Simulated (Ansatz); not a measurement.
Output of an Ansatz run (abridged):

```
WARN ansatz: RAYON_NUM_THREADS=1 ignored (pool sized by the plan → 1); use --threads N
Pseudopotentials: kind: paw
Pseudopotential: Pt, paw, valence charge 18
Pseudopotential: Sn, paw, valence charge 14
Pseudopotential: Sr, paw, valence charge 10
Crystal: 12 atoms, lattice volume = 288.511 Å³
Basis set: ecut = 420 eV, 5633 PW (Γ), exchange–correlation on 108×64×108 points (8 copies of the dense FFT grid, shifted against one another)
Bands: 101, of which v1, the nominal top of the filled ones, is band 84 counted from 1 (83 counted from 0)
Symmetry: 8 space group operations
Space group: Pnma (ITA 62), of the structure as read, at distance tolerance 6.6e-5 Å
k-points: 12 of 45
PAW frozen core: Pt, regenerated for the run's functional, and the local potential with it
PAW frozen core: Sn, regenerated for the run's functional, and the local potential with it
PAW frozen core: Sr, regenerated for the run's functional, and the local potential with it
Initial density: superposition of atomic densities (neutral atoms: chi_scale 0, normalization atom), corrected by the library's trained network
Initial wavefunctions: pseudopotential atomic-orbital guess
Eigensolver: davidson
Functional: x = pbesol(κ = 0.804, μ = 0.12345679012345678), c = pbesol(β = 0.046)
SCF iter   1: F=—  HF=-87313.721466 eV  |F-HF|=—  |Δ(HF+E_count)|=         —  Δρ=3.48e-3  dr2=3.09e-2  ethr=1.77e-3  ⟨swp⟩=9.4  Hψ=5790  notcnv=0  defer=13
all-band conjugate gradients solve this SCF's bands
preconditioner: auto → Kerker (q_TF=auto, 2.493 Å⁻¹)
SCF iter   2: F=—  HF=-87313.722096 eV  |F-HF|=—  |Δ(HF+E_count)|=   6.30e-4  Δρ=1.58e-3  dr2=6.07e-3  ethr=1.84e-5  ⟨swp⟩=2.2  Hψ=2173  notcnv=0  defer=15
SCF iter   3: F=—  HF=-87313.720957 eV  |F-HF|=—  |Δ(HF+E_count)|=   1.14e-3  Δρ=4.68e-4  dr2=6.79e-4  ethr=3.62e-6  ⟨swp⟩=2.0  Hψ=1894  notcnv=0  defer=15
SCF iter   4: F=—  HF=-87313.720898 eV  |F-HF|=—  |Δ(HF+E_count)|=   5.92e-5  Δρ=1.56e-4  dr2=1.46e-4  ethr=4.04e-7  ⟨swp⟩=2.6  Hψ=1882  notcnv=0  defer=15
SCF iter   5: F=—  HF=-87313.720877 eV  |F-HF|=—  |Δ(HF+E_count)|=   2.04e-5  Δρ=6.74e-5  dr2=2.00e-5  ethr=8.66e-8  ⟨swp⟩=2.0  Hψ=1515  notcnv=0  defer=15
SCF iter   6: F=—  HF=-87313.721364 eV  |F-HF|=—  |Δ(HF+E_count)|=   4.87e-4  Δρ=2.24e-5  dr2=2.25e-6  ethr=1.19e-8  ⟨swp⟩=3.0  Hψ=2338  notcnv=0  defer=15
SCF iter   7: F=—  HF=-87313.721363 eV  |F-HF|=—  |Δ(HF+E_count)|=   4.67e-7  Δρ=6.25e-6  dr2=1.71e-7  ethr=1.34e-9  ⟨swp⟩=2.0  Hψ=1945  notcnv=0  defer=15
SCF iter   8: F=-87313.721363 eV  HF=-87313.721363 eV  |F-HF|=5.38e-9  |Δ(HF+E_count)|=   9.53e-9  Δρ=1.61e-6  dr2=1.60e-8  ethr=5.95e-11  ⟨swp⟩=11.6  Hψ=5177  notcnv=0
SCF 1 converged in 8 iterations: F = -87313.721363 eV  dr2 = 1.60e-8
SCF converged after 8 iterations
Free energy (F): -87313.721363 eV
Harris-Foulkes:  -87313.721363 eV  (|F-HF|=5.38e-9)
Internal energy: -87313.517652 eV  (E = F + TS)
E sigma→0 (E₀):  -87313.619507 eV
Entropy (-TS):   -0.203712 eV (-16.976 meV/atom)
Fermi energy:    12.754146 eV
--- Per-component energies (eV) ---
  E_band       = -1642.971777
  E_kinetic    = 4297.482999
  E_local      = -15357.840991  (includes V_loc(G=0)·N_el)
  E_nonlocal   = 1505.652352
  E_hartree    = 6465.779925
  E_xc         = -3249.089752
  E_vxc        = -2249.785008  (∫ρ·V_xc dr)
  E_paw        = -64115.224637  (= ΣΔE_a)
  E_vpaw       = -2770.036563  (= ΣTr[D̂ρ^β])
  E_aug_tail   = 0.000730  (compensation charges beyond the density's cutoff)
  E_ewald      = -16863.102950
  E_core_change = 2.824673  (= ΣΔE_core)
  E_smearing   = -0.203712  (= −TS)
  E_closure    = 0.000000  (closes the sum)
  Σ components = -87313.721363   (vs F -87313.721363, Δ=0.00e0)
--- Forces (eV/Å), atoms counted from 1 ---
  atom   1  Pt     0.01007936    -0.00000000    -0.02547002
  atom   2  Pt    -0.01007936    -0.00000000    -0.02547002
  atom   3  Pt     0.01007936     0.00000000     0.02547002
  atom   4  Pt    -0.01007936     0.00000000     0.02547002
  atom   5  Sn     0.00686275    -0.00000000     0.03204759
  atom   6  Sn    -0.00686275    -0.00000000     0.03204759
  atom   7  Sn     0.00686275     0.00000000    -0.03204759
  atom   8  Sn    -0.00686275     0.00000000    -0.03204759
  atom   9  Sr     0.04847634    -0.00000000     0.03233830
  atom  10  Sr    -0.04847634    -0.00000000     0.03233830
  atom  11  Sr     0.04847634     0.00000000    -0.03233830
  atom  12  Sr    -0.04847634     0.00000000    -0.03233830
  max |Σ_I F_I| component: 1.39e-17 eV/Å
--- Stress (GPa, compression-positive) ---
       -1.026100      -0.000000       0.000000
       -0.000000      -1.047844      -0.000000
        0.000000      -0.000000      -0.908783
  P = ⅓ Tr σ = -0.9942 GPa (-9.942 kbar)
  The stress holds the Pulay correction. Without it, at fixed plane waves, as pw.x and ABINIT print it: P = -1.0319 GPa
--- Band table (eV; the first three rows and the last of 12) ---
  k-point 0: bands = ["-85.3167", "-85.3167", "-85.3167", "-85.3167", "-39.5448", "-39.5444", "-39.5439", "-39.5439", "-39.5059", "-39.5059", "-39.5057", "-39.5057", "-39.4771", "-39.4771", "-39.4770", "-39.4769", "-22.1541", "-22.1391", "-22.1263", [...]
  k-point 1: bands = ["-85.3167", "-85.3167", "-85.3167", "-85.3167", "-39.5447", "-39.5445", "-39.5439", "-39.5439", "-39.5059", "-39.5059", "-39.5057", "-39.5056", "-39.4771", "-39.4770", "-39.4770", "-39.4769", "-22.1513", "-22.1444", "-22.1213", [...]
  k-point 2: bands = ["-85.3167", "-85.3167", "-85.3167", "-85.3167", "-39.5447", "-39.5444", "-39.5440", "-39.5440", "-39.5060", "-39.5059", "-39.5058", "-39.5058", "-39.4771", "-39.4771", "-39.4770", "-39.4769", "-22.1508", "-22.1362", "-22.1283", [...]
  k-point 11: bands = ["-85.3167", "-85.3167", "-85.3167", "-85.3167", "-39.5444", "-39.5443", "-39.5441", "-39.5441", "-39.5060", "-39.5060", "-39.5060", "-39.5059", "-39.4770", "-39.4770", "-39.4770", "-39.4770", "-22.1383", "-22.1355", [...]
```

The structure:

```
CELL_PARAMETERS angstrom
      7.64924     0.00000     0.00000
      0.00000     4.71211     0.00000
      0.00000     0.00000     8.00440
ATOMIC_POSITIONS crystal
  Pt 0.29831 0.25000 0.39391
  Pt 0.20169 0.75000 0.89391
  Pt 0.79831 0.25000 0.10609
  Pt 0.70169 0.75000 0.60609
  Sn 0.16234 0.25000 0.07482
  Sn 0.33766 0.75000 0.57482
  Sn 0.66234 0.25000 0.42518
  Sn 0.83766 0.75000 0.92518
  Sr 0.01830 0.25000 0.68232
  Sr 0.48170 0.75000 0.18232
  Sr 0.51830 0.25000 0.81768
  Sr 0.98170 0.75000 0.31768
```

**Question.** What input produced this log?

**Answer.** Other spellings and defaults could give the same log, and not every line can be read from it. The input that was run (DFT, PBEsol, plane waves, default PAW files made with PBE):

Ansatz 0.2 input:
```yaml
# SrSnPt
crystal:
  lattice:
    - [7.64924200, 0.00000000, 0.00000000]
    - [0.00000000, 4.71210700, 0.00000000]
    - [0.00000000, 0.00000000, 8.00439600]
  atoms:
    - { symbol: Pt, position: [0.29831000, 0.25000000, 0.39391000] }
    - { symbol: Pt, position: [0.20169000, 0.75000000, 0.89391000] }
    - { symbol: Pt, position: [0.79831000, 0.25000000, 0.10609000] }
    - { symbol: Pt, position: [0.70169000, 0.75000000, 0.60609000] }
    - { symbol: Sn, position: [0.16234000, 0.25000000, 0.07482000] }
    - { symbol: Sn, position: [0.33766000, 0.75000000, 0.57482000] }
    - { symbol: Sn, position: [0.66234000, 0.25000000, 0.42518000] }
    - { symbol: Sn, position: [0.83766000, 0.75000000, 0.92518000] }
    - { symbol: Sr, position: [0.01830000, 0.25000000, 0.68232000] }
    - { symbol: Sr, position: [0.48170000, 0.75000000, 0.18232000] }
    - { symbol: Sr, position: [0.51830000, 0.25000000, 0.81768000] }
    - { symbol: Sr, position: [0.98170000, 0.75000000, 0.31768000] }
basis:
  ecutwfc: 420.0
kpoints:
  mp_grid: { grid: [3, 5, 3] }
hamiltonian:
  xc: pbesol
  pseudopotentials: { kind: paw }
scf:
  occupations: { method: fermi_dirac, width: 0.1 }
output:
  forces: true
  eigenvalues: true
  stress: true
```

The starting cell comes from a database of published, mostly measured structures (it also holds non-ambient and calculated ones), without a prior relaxation at this level. Its lattice was rescaled by a random factor within 2.5 % of one. Spin-orbit coupling is off. Spin polarisation is off. Ansatz's pressure includes its estimate of the finite-basis (Pulay) stress.

Ansatz is a first-principles code.
